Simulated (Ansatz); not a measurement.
Ansatz (a program for electronic structure) run on ReAu (R-3m, 2 atoms in the cell): self-consistent single point.

Method of the run: LDA (PW92), default PAW files made with PBE (plane waves; Ansatz).

```
CELL_PARAMETERS angstrom
      1.42095     0.82039     4.54003
     -1.42095     0.82039     4.54003
      0.00000    -1.64077     4.54003
ATOMIC_POSITIONS crystal
  Re 0.00000 0.00000 0.00000
  Au 0.50000 0.50000 0.50000
```

Reference input (self-consistent single point, DFT, LDA (PW92), plane waves, default PAW files made with PBE): basis.ecutwfc = 30.9 Ry; kpoints.mp_grid.grid = 11 11 11; hamiltonian.xc = lda; hamiltonian.pseudopotentials = {kind: paw} (the program's default PAW files); scf.occupations.method = cold; scf.occupations.width = 0.02 Ry. This run's input differs from it in these lines:

Ansatz 0.2 input:
```diff
@@ -10,3 +10,3 @@
 basis:
-  ecutwfc: 30.9 Ry
+  ecutwfc: 40.1 Ry
 kpoints:
```

The program printed (abridged):

```
SCF iter   1: F=—  HF=-23471.586216 eV  |F-HF|=—  |Δ(HF+E_count)|=         —  Δρ=9.09e-3  dr2=4.28e-2  ethr=1.77e-3  ⟨swp⟩=4.3  Hψ=11358  notcnv=0
all-band conjugate gradients solve this SCF's bands
preconditioner: auto → Kerker (q_TF=auto, 2.760 Å⁻¹)
SCF iter   2: F=—  HF=-23471.580576 eV  |F-HF|=—  |Δ(HF+E_count)|=   5.64e-3  S|Δr|=    0.00e0  Δρ=5.40e-3  dr2=1.67e-2  ethr=1.26e-4  ⟨swp⟩=1.0  Hψ=4234  notcnv=0
SCF iter   3: F=—  HF=-23471.575782 eV  |F-HF|=—  |Δ(HF+E_count)|=   4.79e-3  S|Δr|=    0.00e0  Δρ=1.09e-3  dr2=7.73e-4  ethr=4.92e-5  ⟨swp⟩=2.6  Hψ=4338  notcnv=0
SCF iter   4: F=—  HF=-23471.575597 eV  |F-HF|=—  |Δ(HF+E_count)|=   1.85e-4  S|Δr|=    0.00e0  Δρ=4.15e-4  dr2=4.25e-5  ethr=2.27e-6  ⟨swp⟩=2.4  Hψ=4069  notcnv=0
SCF iter   5: F=—  HF=-23471.575584 eV  |F-HF|=—  |Δ(HF+E_count)|=   1.38e-5  S|Δr|=    0.00e0  Δρ=7.92e-5  dr2=1.73e-6  ethr=1.25e-7  ⟨swp⟩=2.2  Hψ=4851  notcnv=0
SCF iter   6: F=-23471.575583 eV  HF=-23471.575583 eV  |F-HF|=3.62e-8  |Δ(HF+E_count)|=   2.70e-7  S|Δr|=    0.00e0  Δρ=1.55e-5  dr2=7.06e-8  ethr=2.94e-10  ⟨swp⟩=3.3  Hψ=12918  notcnv=0
SCF 1 converged in 6 iterations: F = -23471.575583 eV  dr2 = 7.06e-8
Stability not checked (fill_not_monotonic)
Free energy (F): -23471.575583 eV
Internal energy: -23471.570503 eV  (E = F + TS)
E sigma→0 (E₀):  -23471.573890 eV
Entropy (-TS):   -0.005080 eV (-2.540 meV/atom)
Fermi energy:    22.303152 eV
--- Forces (eV/Å), atoms counted from 1 ---
  atom   1  Re     0.00000000    -0.00000000     0.00000000
  atom   2  Au    -0.00000000     0.00000000    -0.00000000
--- Stress (GPa, compression-positive) ---
      -16.326189       0.000000      -0.000000
        0.000000     -16.326189       0.000000
       -0.000000       0.000000      -2.734315
  P = ⅓ Tr σ = -11.7956 GPa (-117.956 kbar)
  The stress holds the Pulay correction. Without it, at fixed plane waves, as pw.x and ABINIT print it: P = -11.8046 GPa
```

The run converged in 6 iterations. Against the reference run the free energy goes down by 1.3 meV/atom and the pressure moves little (-11.79 to -11.80 GPa).

The starting cell was generated: these elements placed on a structure prototype, without a prior relaxation; it need not be a known phase or ordering of this composition. Spin polarisation is off. Ansatz's pressure includes its estimate of the finite-basis (Pulay) stress.
